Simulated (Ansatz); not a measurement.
**Effect of pressure 5 GPa on TiAl3**

The parent structure is TiAl3 (space group I4/mmm, No. 139; a = 3.824 Å, c = 8.561 Å).

Modification: a hydrostatic pressure of 5 GPa.

The values are results of DFT with r2SCAN, PAW potentials and a 500 eV plane-wave cutoff in Ansatz (a first-principles code), without spin-orbit coupling, not measurements. Settings: 17×17×17 k-points, 0.05 eV Fermi–Dirac smearing.

```tsv
quantity	base	changed	shift
volume per atom	15.65 Å³	15.03 Å³	-0.614 Å³
density	3.42 g/cm³	3.56 g/cm³	+0.14 g/cm³
c/a ratio	2.239	2.236	-0.0021
shortest interatomic distance	2.704 Å	2.669 Å	-0.035 Å
enthalpy H = E + PV relative to the base's energy	–	+0.48 eV/atom	–
band gap	zero	zero	–
```

Load acts through the strain it causes; cell and atoms are relaxed under it. Whether these cells are dynamically stable was not tested. No other phases were tried under pressure. The final runs are not spin-polarised.
